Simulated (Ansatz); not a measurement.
Start from VBiO$_{4}$ (space group I4_1/a, No. 88; a = 5.121 Å, c = 11.623 Å).

Method: r2SCAN in Ansatz (plane waves to 500 eV, PAW, without spin-orbit coupling), earlier PAW set.

Base values:

| Quantity | Value |
|---|---|
| c/a ratio | 2.270 |
| Lattice parameter a | 5.121 Å |

The change: cell and atoms relaxed at a pressure of 60 GPa.

What does the calculation give for the c/a ratio after the change?

The c/a ratio shrinks by 0.133 (2.270 → 2.137).

What does the calculation give for the lattice parameter a after the change?

The lattice parameter a drops by 0.3315 Å to 4.790 Å.

Load acts through the strain it causes; cell and atoms are relaxed under it. No phonon test of stability was made. Competing high-pressure phases were not computed. Starting moments died away, wholly or in part, for the base; another magnetic solution may exist. The final runs are not spin-polarised.

Ansatz is a program for electronic structure.
